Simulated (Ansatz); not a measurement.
The starting structures come from a database of crystals and need not be the phases stable at ambient conditions.

The decay constant κ of evanescent states in the gap governs leakage through a thin film.

Input:

```xyz
14
Lattice="4.8488 0.0000 0.0000 0.0000 5.4809 0.0079 2.4244 -1.5269 6.2088" Properties=species:S:1:pos:R:3 pbc="T T T"
Sb     1.1608     1.1148     1.7118
Sb     3.5852     0.0988     4.5009
Sb     6.1124     2.8393     4.5048
Sb     3.6880     3.8552     1.7157
O      5.2395     1.1508     3.6978
O      2.8151     0.0628     2.5149
O      2.0337     2.8032     2.5189
O      4.4581     3.8912     3.7017
O      1.9915    -0.9238     4.9583
O      4.4159     2.1373     1.2544
O      5.2817     4.8778     1.2583
O      2.8573     1.8167     4.9622
O      2.0531     1.3702     0.0020
O      2.7957     4.1107     0.0059
```

Space group of this cell: C2/c. The cell was relaxed by PBE-D3(BJ); by r2SCAN its mean pressure is -5.8 GPa.

Transport runs along the normal of the first two printed cell vectors.

No gap correction and no spin-orbit coupling; mid-gap values are interpolated between computed energies.

Predict the band gap and the smallest decay constant κ at mid-gap from Ansatz (an electronic-structure program) with r2SCAN.

Gap 1.11 eV on a 8×6×8 mesh; κ = 0.149 1/Å, at the zone centre.
